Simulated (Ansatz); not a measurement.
## Effect of S → O on Ag2S

Base system: Ag2S (space group Cmcm, No. 63; a = 4.651 Å, b = 6.940 Å, c = 7.215 Å; a cell from a computed database, its experimental status unchecked).

Now apply this change: O takes the place of S on all its sites, then cell and atoms are relaxed.

Computed with Kohn–Sham DFT with the PBEsol functional, run in Ansatz (an electronic-structure program) with PAW and 420 eV plane waves, no spin-orbit coupling, earlier PAW set. Settings: 10×10×5 k-points, 0.05 eV Fermi–Dirac smearing, for the changed cell.

```yaml
volume_per_atom: 15.24 Å³ (base 19.40 Å³)
density: 8.42 g/cm³ (base 7.07 g/cm³)
space_group: Cmcm (No. 63) (base Cmcm (No. 63))
band_gap: 0.13 eV (base 0.95 eV)
gap_character: indirect, S → k = (0.100, -0.100, 0) in the run's primitive reciprocal basis (base direct at Γ)
smallest_direct_gap: 1.04 eV (base 0.95 eV)
width_of_the_top_valence_band: 1.55 eV (base 1.48 eV)
```

Final structure:

```
CELL_PARAMETERS angstrom
      2.20157    -2.85028     0.00000
      2.20157     2.85028     0.00000
      0.00000     0.00000     7.28685
ATOMIC_POSITIONS crystal
  Ag 0.50000 0.50000 0.00000
  Ag 0.50000 0.50000 0.50000
  Ag 0.10364 0.89636 0.25000
  Ag 0.89636 0.10364 0.75000
  O  0.68116 0.31884 0.25000
  O  0.31884 0.68116 0.75000
```

Whether these cells are dynamically stable was not tested. As relaxed here, Ag2O is a hypothetical phase, not in the database extracts checked. The base started in P2_1/c and relaxed to Cmcm at this level. This is not the structure that Ag2S has at room temperature and ambient pressure. A zero or small gap of Ag2O can be the functional's error rather than a property of the material.
